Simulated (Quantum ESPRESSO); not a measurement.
# Quick settings and what they miss: CaMn2Te3 (P-3m1, 6 atoms in the cell)

Self-consistent single point.

```
CELL_PARAMETERS angstrom
      4.21112     0.00000     0.00000
     -2.10556     3.64694     0.00000
      0.00000     0.00000    10.34640
ATOMIC_POSITIONS crystal
  Ca 0.00000 0.00000 0.00000
  Mn 0.33333 0.66667 0.65956
  Mn 0.66667 0.33333 0.34044
  Te 0.33333 0.66667 0.18925
  Te 0.66667 0.33333 0.81075
  Te 0.00000 0.00000 0.50000
```
Moments meant for the start (each program seeds them in its own way; μB, in the order of the atoms Ca Mn Mn Te Te Te): 0.0 4.0 4.0 0.0 0.0 0.0.

Method of the run: PBEsol, PseudoDojo standard norm-conserving (PBESOL) pseudopotentials (plane waves; Quantum ESPRESSO 7.5).

Base settings: ecutwfc = 100 Ry; occupations = smearing; smearing = mp; degauss = 0.019992 Ry; nspin = 2; potentials = {Ca: Ca.upf, Mn: Mn.upf, Te: Te.upf}; K_POINTS = automatic 5 5 2 0 0 0; conv_thr = 1e-10 Ry; mixing_beta = 0.3.

Tight run (finer mesh or higher cutoff; not a proven limit): ecutwfc: 100 Ry → 140 Ry; conv_thr: 1e-10 Ry → 7.3e-11 Ry; K_POINTS: automatic 5 5 2 0 0 0 → automatic 7 7 3 0 0 0. It gave Fermi level (on the code's own zero) 10.15 eV; pressure -1.39 GPa; largest force (vector length) 0.111 eV/Å; size of the cell's spin moment 9.77 μB; site moments (μB, in the program's spheres or projections) Ca 0.06, Mn 4.36, Mn 4.36, Te 0.08, Te 0.08, Te 0.10.

Quick runs, as changes from the base:
- A: the base itself
- B: ecutwfc: 100 Ry → 50 Ry; K_POINTS: automatic 5 5 2 0 0 0 → automatic 4 4 4 0 0 0

The count of work is k-points × plane waves × bands × iterations; it is no time. Core times come from one kind of shared machine and are given to one figure; runs under 30 s give none.

The starting cell comes from a database of computed structures (which also holds hypothetical and non-ambient phases and stackings), without a prior relaxation at this level. Its lattice was rescaled by a random factor within 2.5 % of one. The magnetic order is the one reached from the typed start; others were not searched systematically.

```tsv
run	energy less tight (meV/atom)	pressure less tight (GPa)	largest miss in a force vector (eV/Å)	count of work / tight	core time / tight (rough)
A	4.5	-0.13	0.017	0.30	0.3
B	3803.1	-120.86	0.183	0.15	0.1
```

Among the runs at the tight run's level, the energy misses run from 4.5 to 3803.1 meV/atom.

Left out of this page: 4 runs of the series outside the window shown, repeating another row's setting, or not comparable.
